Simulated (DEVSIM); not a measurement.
System: TaN/SiO2/n-Si capacitor, at 300 K.

| layer (left to right) | material | thickness (nm) | Nd (cm⁻³) |
|---|---|---|---|
| 1 | SiO2 | 1.60 | - |
| 2 | Si | 8100 | 5e15 |

Metal gate on the left, work function 4.4 eV. Fixed charge at the semiconductor interface 5.6e10 cm⁻² (in units of +e); no interface traps.

Constants are typed, rounded textbook-type inputs, not results; the design itself was drawn at random and stands for no fabricated device. Values at 300 K.

```
parameter      SiO2       Si
-------------  ----  -------
gap (eV)          9    1.124
affinity (eV)   0.9     4.05
permittivity    3.9     11.7
Nc (cm⁻³)         -  2.86e19
Nv (cm⁻³)         -   3.1e19
```

Model (solved in DEVSIM): 1D Poisson equation in equilibrium, Boltzmann statistics, complete ionisation; no quantum confinement or tunnelling. Metal contacts follow the ideal Schottky-Mott rule: no Fermi-level pinning, no interface dipoles.

Task: Tabulate band edges, carrier densities and field at -0.3 V on the gate.

Result: Energies count from the Fermi level of the right contact; mesh points crowd at the junctions.

| x (μm) | Ec (eV) | Ev (eV) | n (cm⁻³) | p (cm⁻³) | field (V/cm) |
|---|---|---|---|---|---|
| 0.000 | 3.800 | -5.200 | < 1e2 | < 1e2 | -99000 |
| 0.0007649 | 3.792 | -5.208 | < 1e2 | < 1e2 | -99000 |
| 0.001470 | 3.785 | -5.215 | < 1e2 | < 1e2 | -99000 |
| 0.002649 | 0.632 | -0.492 | 7.0e8 | 1.7e11 | -24000 |
| 0.006757 | 0.622 | -0.502 | 1.0e9 | 1.1e11 | -24000 |
| 0.01421 | 0.604 | -0.520 | 2.0e9 | 5.7e10 | -23000 |
| 0.03047 | 0.567 | -0.557 | 8.5e9 | 1.4e10 | -22000 |
| 0.08632 | 0.455 | -0.669 | 6.4e11 | 1.8e8 | -18000 |
| 0.1877 | 0.314 | -0.810 | 1.5e14 | 770000 | -10000 |
| 0.4228 | 0.226 | -0.898 | 4.5e15 | 26000 | -460 |
| 0.9214 | 0.224 | -0.900 | 5.0e15 | 23000 | ≈ 0 |
| 2.634 | 0.224 | -0.900 | 5.0e15 | 23000 | ≈ 0 |
| 5.216 | 0.224 | -0.900 | 5.0e15 | 23000 | ≈ 0 |
| 6.779 | 0.224 | -0.900 | 5.0e15 | 23000 | ≈ 0 |
| 7.640 | 0.224 | -0.900 | 5.0e15 | 23000 | ≈ 0 |
| 7.890 | 0.224 | -0.900 | 5.0e15 | 23000 | ≈ 0 |
| 8.005 | 0.224 | -0.900 | 5.0e15 | 23000 | ≈ 0 |
| 8.058 | 0.224 | -0.900 | 5.0e15 | 23000 | ≈ 0 |
| 8.087 | 0.224 | -0.900 | 5.0e15 | 23000 | ≈ 0 |
| 8.096 | 0.224 | -0.900 | 5.0e15 | 23000 | ≈ 0 |
| 8.100 | 0.224 | -0.900 | 5.0e15 | 23000 | ≈ 0 |
| 8.102 | 0.224 | -0.900 | 5.0e15 | 23000 | ≈ 0 |
